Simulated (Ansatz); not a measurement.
Take BAs (space group P6_422, No. 181; a = 3.429 Å, c = 7.403 Å; a hypothetical phase, not in the database extracts checked) as the base. Axes: x lies along a and z along c of the hexagonal cell.

Perturbation: uniaxial stress, 5 GPa compression along z, with the cell and atoms free to relax against it.

Levels (all Ansatz, a program for electronic structure, PAW): PBEsol (420 eV, without spin-orbit coupling); r2SCAN (500 eV, no spin-orbit coupling); HSE06 (420 eV, no SOC).

One geometry, relaxed with PBEsol, under each level:

```csv
level,band gap,lowest conduction level above the VBM at special points,pressure
PBEsol,0.22 eV,M 0.22 eV; K 0.78 eV; A 1.58 eV; L 1.61 eV,1.67 GPa
r2SCAN,[?],[?],[?]
HSE06,0.80 eV,M 0.80 eV; K 1.46 eV; A 2.35 eV; Γ 2.56 eV,–
```

Question: Give the withheld r2SCAN results.

Answer: 
- r2SCAN, band gap: 0.50 eV
- r2SCAN, lowest conduction level above the VBM at special points: M 0.50 eV; K 1.02 eV; A 1.99 eV; L 1.91 eV
- r2SCAN, pressure: 4.44 GPa

Single points use the geometry relaxed with PBEsol. Their cutoffs differ, which shifts pressures a little. HSE06 gaps are upper bounds (no full band path). Load acts through the strain it causes; cell and atoms are relaxed under it. Beyond what the load breaks, stability against distortions was not tested. The base started in P3_121 and relaxed to P6_422 at this level. A zero or small gap of BAs under uniaxial stress, 5 GPa compression along z can be the functional's error rather than a property of the material.
